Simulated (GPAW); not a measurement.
Input and output of a self-consistent single point for NaTiO2 (R-3m, 4 atoms in the cell) (GPAW).

Computed with LDA (Perdew-Wang 92), GPAW PAW datasets LDA (gpaw-data 1.0.1) (plane waves; GPAW).

```xyz
4
Lattice="1.5066 0.8698 5.3990 -1.5066 0.8698 5.3990 0.0000 -1.7397 5.3990" Properties=species:S:1:pos:R:3 pbc="T T T"
Na     0.0000     0.0000     0.0000
Ti     0.0000     0.0000     8.0986
O      0.0000     0.0000    12.3715
O      0.0000     0.0000     3.8257
```
Moments meant for the start (each program seeds them in its own way; μB, in the order of the atoms Na Ti O O): 0.0 1.0 0.0 0.0.

Reference input (self-consistent single point, DFT PBEsol, plane waves, GPAW PAW datasets PBEsol (made by gpaw-setup)): spinpol = true; mode = pw; ecut = 950 eV; xc = PBEsol; kpts = 8 8 8; mesh shift (steps) = 0 0 0; occupations.name = fermi-dirac; occupations.width = 0.1 eV; nbands = -8; symmetry.symmorphic = false; symmetry.tolerance = 0.0005; maxiter = 100. This run's input differs from it in these lines:

```diff
@@ -18,3 +18,3 @@
             mode=PW(950),
-            xc='PBEsol',
+            xc='LDA',
             kpts={'size': (8, 8, 8), 'gamma': True},
```

Its files differ too (potentials: GPAW PAW datasets LDA (gpaw-data 1.0.1)).

Output (repeated stretches shortened):

```
     iter     time        total  log10-change:  magmom
                         energy   eigst   dens
iter:   1 --:--:--   -34.201370                   +1.0031
iter:   2 --:--:--   -33.296263   -1.17  -1.05    +0.6124
iter:   3 --:--:--   -31.332447   -0.93  -1.11    +0.2287
iter:   4 --:--:--   -31.361896   -2.47  -1.43    +0.1742
iter:   5 --:--:--   -31.265927   -1.76  -1.45    +0.0966
iter:   6 --:--:--   -31.212870   -2.75  -2.00    +0.0173
iter:   7 --:--:--   -31.205660   -2.73  -2.09    +0.0121
iter:   8 --:--:--   -31.204253c  -3.72  -2.73    +0.0072
iter:   9 --:--:--   -31.204505c  -3.66  -2.81    +0.0059
iter:  10 --:--:--   -31.203942c  -4.48  -3.06    +0.0007
iter:  11 --:--:--   -31.203929c  -6.16  -3.49    +0.0002
iter:  12 --:--:--   -31.203816c  -5.25  -3.51    -0.0001
iter:  13 --:--:--   -31.203787c  -5.86  -3.74    -0.0001
iter:  14 --:--:--   -31.203790c  -7.41c -3.81    -0.0001
iter:  15 --:--:--   -31.203797c  -6.73  -3.89    -0.0001
iter:  16 --:--:--   -31.203791c  -6.72  -4.05c   -0.0000
iter:  17 --:--:--   -31.203797c  -6.99  -4.60c   -0.0000
iter:  18 --:--:--   -31.203795c  -8.38c -4.56c   +0.0000
Converged after 18 iterations.

Dipole moment: (-0.000000, 0.000000, 0.000003) |e|*Ang

Total magnetic moment: (0.000000, 0.000000, 0.000001)
Local magnetic moments:
   0 Na ( 0.000000,  0.000000,  0.000000)
   1 Ti ( 0.000000,  0.000000,  0.000001)
   2 O  ( 0.000000,  0.000000,  0.000000)
   3 O  ( 0.000000,  0.000000,  0.000000)

Energy contributions relative to reference atoms: (reference = -31628.473740)

Kinetic:        +28.651845
Potential:      -30.666783
External:        +0.000000
XC:             -29.554381
Entropy (-ST):   -0.071963
Local:           +0.401507
SIC:             +0.000000
--------------------------
Free energy:    -31.239776
Extrapolated:   -31.203795

Spin contamination: 0.000000 electrons
Showing only first 2 kpts
                      Up                     Down
   [... lines left out ...]
Fermi level: 7.50307
No gap
   [... lines left out ...]
Energy (eV): -31.203795

Forces in eV/Ang:
  0 Na    0.00000    0.00000    0.00000
  1 Ti    0.00000    0.00000   -0.00000
  2 O     0.00000    0.00000    0.19509
  3 O     0.00000    0.00000   -0.19509

Stress tensor:
     0.065512     0.000000    -0.000000
     0.000000     0.065512    -0.000000
    -0.000000    -0.000000     0.026866
Stress (GPa, Voigt): [10.4961 10.4961  4.3045 -0.     -0.      0.    ]
```

The run converged in 18 iterations. GPAW prints stress with tension positive. Against the reference run the largest force goes from 0.005 to 0.195 eV/Å.

At such cutoffs GPAW's stress carries a finite-basis (Pulay) error, which enters relaxed cells too; its log prints stress with tension positive.

The starting cell comes from a database of computed structures (which also holds hypothetical and non-ambient phases and stackings), without a prior relaxation at this level. The starting moments vanished: the run ended non-magnetic.

Cost on one core of a shared machine: roughly 6 min.
